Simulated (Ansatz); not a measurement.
Structures of equal composition on the (110) surface of bcc Mo: a layer of Pt in place of the second plane; a layer of Pt in place of the third plane. The slabs share one bottom face, and each structure is named by its start. These are constructed structures in small cells; real faces may alloy, dewet or reconstruct in larger ones, and not all known structures of the face are among them. Slabs of about 11 Å, Fermi-Dirac smearing of 0.1 eV. Bottom of the slabs: a bare face, its two planes held. Relaxed from the named starts with such symmetry as they have, on meshes of like density; energies extrapolated to zero smearing; spin only where a row says so; no spin-orbit coupling, no U. Brackets mark spin-polarised runs, whose order is one that fits the cell.

The numbers are results of PBE (plane waves to 420 eV, PAW; Ansatz, a first-principles code), not measurements.

Put the candidates in order of energy per 1x1 cell, lowest first, for PBE.

a layer of Pt in place of the third plane (0.000 eV), a layer of Pt in place of the second plane (0.208 eV)
